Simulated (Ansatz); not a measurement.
Results of r²SCAN (Ansatz, a program for electronic structure, plane waves, PAW) for CsCl-type KCl (model structure) (like a known high-pressure phase).

Numerical settings: plane-wave cutoff 500 eV, 8×8×8 k mesh, gaussian smearing 0.02 eV, scalar-relativistic PAW data made under PBE.

Cell (relaxed at this level):

Space group Pm-3m (No. 221); a = 3.7702 Å, b = 3.7702 Å, c = 3.7702 Å, α = 90.00°, β = 90.00°, γ = 90.00°

```tsv
atom	site	symmetry	x	y	z
K	1a	m-3m	0.0000	0.0000	0.0000
Cl	1b	m-3m	0.5000	0.5000	0.5000
```

Problem. What does this level give for the band gap?

Solution. 
- band gap: 5.81 eV (on the SCF k mesh)

A model structure was made by putting elements into a prototype or built by hand; it is no filed structure, need not be a known phase, and can be a saddle point held by its symmetry.
